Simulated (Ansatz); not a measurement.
All values below come from PBE (plane waves to 420 eV, PAW; Ansatz, a quantum-chemistry and plane-wave program).

Planar average of the electrostatic potential across the slab, in eV from the Fermi level, for a constructed model of the (110) surface of bcc W, a layer of Al in place of the second plane (bottom of the slab: a bare face, its two planes held):

(z (Å), V (eV)): (3.66, 4.89); (3.94, 4.89); (4.22, 4.88); (4.50, 4.88); (4.78, 4.87); (5.06, 4.85); (5.34, 4.80); (5.62, 4.72); (5.91, 4.54); (6.19, 4.20); (6.47, 3.53); (6.75, 2.22); (7.03, -0.30); (7.31, -5.50); (7.59, -13.24); (7.88, -19.55); (8.16, -21.47); (8.44, -18.22); (8.72, -11.25); (9.00, -4.48); (9.28, -2.54); (9.56, -6.15); (9.84, -13.65); (10.12, -20.06); (10.41, -22.02); (10.69, -18.68); (10.97, -11.58); (11.25, -4.73); (11.53, -2.71); (11.81, -6.21); (12.09, -13.62); (12.38, -19.99); (12.66, -21.96); (12.94, -18.63); (13.22, -11.52); (13.50, -4.68); (13.78, -2.75); (14.06, -6.51); (14.34, -13.97); (14.62, -20.05); (14.91, -21.64); (15.19, -18.07); (15.47, -10.93); (15.75, -4.22); (16.03, -1.95); (16.31, -3.73); (16.59, -6.20); (16.88, -6.97); (17.16, -6.95); (17.44, -6.34); (17.72, -4.32); (18.00, -2.29); (18.28, -4.30); (18.56, -10.95); (18.84, -17.92); (19.12, -21.27); (19.41, -19.53); (19.69, -13.32); (19.97, -5.44); (20.25, 0.03); (20.53, 2.70); (20.81, 4.09); (21.09, 4.80); (21.38, 5.17); (21.66, 5.35); (21.94, 5.43); (22.22, 5.48); (22.50, 5.50); (22.78, 5.51); (23.06, 5.51); (23.34, 5.52); (23.62, 5.52)

Model: 6-atom slab, 10.8 Å thick at the start with caps and adatoms (thin: gaps and levels are the slab's own), 14x14x1 mesh, Fermi-Dirac 0.1 eV, dipole correction, 2 atoms held, the rest relaxed; symmetry of the start imposed; no spin, no spin-orbit, no U. In PBE it lies 0.14 eV a 1x1 cell over the lowest computed structure of the same composition (a layer of Al in place of the third plane).

### Question
The surface cell has an area of 7.17 Å². What dipole along the normal does the step between the two vacuum levels imply?

### Answer
the top vacuum level lies 0.63 eV above the bottom one; p = −ε₀ A ΔV (ε₀ = 0.005526 e/(V·Å)) gives -0.02 e·Å a cell.
